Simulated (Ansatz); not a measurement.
The starting structures come from a database of crystals and need not be the phases stable at ambient conditions.

## Evanescent states of SiO₂ (I-42d, 6 atoms a cell, 15.0 Å³ an atom) along the normal of (001)

Calculation: r2SCAN (plane waves, PAW; Ansatz, a program for electronic structure).

No gap correction and no spin-orbit coupling; mid-gap is the computed energy nearest the middle.

Energies count from the valence-band top; κ is the least over a 6×6 mesh across the current.

| E (eV) | κ (1/Å) | where |
|---|---|---|
| 0.15 | 0.298 | Γ |
| 0.45 | 0.461 | Γ |
| 0.75 | 0.552 | Γ |
| 1.05 | 0.575 | Γ |
| 1.35 | 0.580 | Γ |
| 1.65 | 0.582 | Γ |
| 1.95 | 0.582 | Γ |
| 2.25 | 0.579 | Γ |
| 2.55 | 0.575 | Γ |
| 2.85 | 0.567 | Γ |
| 3.15 | 0.557 | Γ |
| 3.45 | 0.545 | Γ |
| 3.75 | 0.530 | Γ |
| 4.05 | 0.511 | Γ |
| 4.35 | 0.490 | Γ |
| 4.65 | 0.464 | Γ |
| 4.95 | 0.434 | Γ |
| 5.25 | 0.399 | Γ |
| 5.55 | 0.356 | Γ |
| 5.85 | 0.303 | Γ |
| 6.15 | 0.232 | Γ |
| 6.45 | 0.116 | Γ |

### Question
How thick must the barrier be to attenuate the transmission by 10^6 when the electrodes' Fermi level lies at 1.95 eV, and what attenuation does that film give at 4.05 eV?

### Answer
d = 6 ln 10 / (2 × 0.582) = 11.9 Å. At 4.05 eV it gives 6 × 0.511/0.582 = 5.3 decades.
